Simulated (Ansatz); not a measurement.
# ZnS (model structure, started from the NiAs type, P6₃/mmc, No. 194, 4 atoms in the cell)

Computed with PBEsol (Ansatz, a first-principles code, PAW).

Run with plane-wave cutoff 500 eV, 12×12×8 k mesh (along the axes of the cell as run), Fermi–Dirac smearing 0.05 eV, scalar-relativistic PAW data made under PBE.

Cell (relaxed at this level):

Space group P6₃/mmc (No. 194); a = b = 3.565 Å, c = 5.817 Å, α = β = 90.00°, γ = 120.00°

```csv
atom,site,symmetry,x,y,z
Zn,2a,-3m.,0.0000,0.0000,0.0000
S,2c,-6m2,0.3333,0.6667,0.2500
```

```json
{
 "band_gap": "0.28 eV (on the SCF k mesh)"
}
```

Note: the relaxation could raise the start's symmetry but not lower it, so the cell can be a saddle point.

A model structure was made by putting elements into a prototype or built by hand; it is no filed structure, need not be a known phase, and can be a saddle point held by its symmetry.
